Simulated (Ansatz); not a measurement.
The starting structures come from a database of crystals and need not be the phases stable at ambient conditions.

Inside the gap of an insulator the Bloch states are evanescent, with a wavenumber k + iκ along the transport direction.

```yaml
crystal:
  lattice:
    - [6.25493, 0.00000, 0.00000]
    - [2.31320, 5.82493, 0.00000]
    - [0.00000, 0.00000, 6.18736]
  atoms:
    - { symbol: Sb, position: [0.85093, 0.37032, 0.37095] }
    - { symbol: Sb, position: [0.14907, 0.62968, 0.62905] }
    - { symbol: Sb, position: [0.14907, 0.12968, 0.87095] }
    - { symbol: Sb, position: [0.85093, 0.87032, 0.12905] }
    - { symbol: Ru, position: [0.70361, 0.30254, 0.98709] }
    - { symbol: Ru, position: [0.29639, 0.69746, 0.01291] }
    - { symbol: Ru, position: [0.29639, 0.19746, 0.48709] }
    - { symbol: Ru, position: [0.70361, 0.80254, 0.51291] }
    - { symbol: S, position: [0.64737, 0.17874, 0.63350] }
    - { symbol: S, position: [0.35263, 0.82126, 0.36650] }
    - { symbol: S, position: [0.35263, 0.32126, 0.13350] }
    - { symbol: S, position: [0.64737, 0.67874, 0.86650] }
```

Space group of this cell: P2_1/c. The cell is taken as given; by r2SCAN its mean pressure is -2.2 GPa.

Transport runs along the normal of the first two printed cell vectors.

The gap is the functional's own. No spin-orbit coupling. Mid-gap values are interpolated on the energy grid.

Problem. Predict the band gap and the smallest decay constant κ at mid-gap from r2SCAN (Ansatz, an electronic-structure program).

Solution. Gap 1.03 eV on a 6×6×6 mesh; κ = 0.169 1/Å, at (0.333, 0.500) of the in-plane reciprocal vectors. At the zone centre, at the nearest computed energy, the slowest state has κ = 0.25 1/Å.
